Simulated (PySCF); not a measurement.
PySCF 2.14.0, HF/def2-svp: [SiH3]OC[SiH2][SiH2]Cl, 15 atoms. The geometry is a generated start, not checked to be a minimum at this level.

```
Quantity                                       Value
-------------------------------  -------------------
task                             energy and gradient
basis                                       def2-svp
mol.max_memory                               7000 MB
mf.init_guess                        minao (default)
mf.DIIS                              CDIIS (default)
mf.diis_space                            8 (default)
mf.conv_tol                          1e-09 (default)
basis functions (reference run)                  145
```

```xyz
15

Si     2.7236    -0.6918    -0.4429
O      1.1468    -0.1692    -0.5775
C      0.5563     0.5331     0.5218
Si    -1.1890     1.1719     0.2316
Si    -2.5229    -0.6336    -0.2443
Cl    -4.4929    -0.0763    -0.3727
H      3.6006     0.4806    -0.2111
H      3.1182    -1.3949    -1.6857
H      2.8186    -1.6117     0.7160
H      1.1771     1.4034     0.7724
H      0.5322    -0.1265     1.3992
H     -1.6562     1.8668     1.4655
H     -1.1973     2.1729    -0.8740
H     -2.1737    -1.2760    -1.5397
H     -2.4416    -1.6488     0.8414
```
Charge 0, spin multiplicity 1.

The reference run uses exact four-centre integrals. Single runs; times are not shown.

Settings tried, all else as in the reference:
- density fitting
- density fitting of J alone, exact K
- density fitting, auxbasis = autoaux
- density fitting, auxbasis = def2-universal-jfit

Question: Which of these stay within 1.0 meV/atom in energy, 10 meV/Å in forces (largest component) of the reference run?

Answer: Within it: density fitting; density fitting of J alone, exact K; density fitting, auxbasis = autoaux. Outside: density fitting, auxbasis = def2-universal-jfit.

| setting | energy against the reference | difference in forces (largest component) |
|---|---|---|
| density fitting | +0.23 meV/atom | 1.4 meV/Å |
| density fitting of J alone, exact K | −0.39 meV/atom | 2.4 meV/Å |
| density fitting, auxbasis = autoaux | +0.57 meV/atom | 6.7 meV/Å |
| density fitting, auxbasis = def2-universal-jfit | +13000 meV/atom | 3900 meV/Å |

Total energies are compared; such shifts often cancel in part in energy differences. def2-universal-jfit is made for Coulomb alone and misses functions that exchange needs. Also tried and not ranked: density fitting, auxbasis = def2-universal-jkfit (same energy as a listed run); COSX exchange (sgx_fit, pjs) with fitted J, mf.with_df.grids_level_i = 1, mf.with_df.grids_level_f = 1 (gradient came out as NaN); COSX exchange (sgx_fit, pjs) with fitted J, mf.with_df.grids_level_i = 1, mf.with_df.grids_level_f = 2 (default) (gradient came out as NaN); COSX exchange (sgx_fit, pjs) with fitted J, mf.with_df.grids_level_i = 1, mf.with_df.grids_level_f = 3 (gradient came out as NaN); COSX exchange (sgx_fit, pjs) with fitted J, mf.with_df.grids_level_i = 1, mf.with_df.grids_level_f = 4 (gradient came out as NaN). The tolerance is a choice made for this comparison.
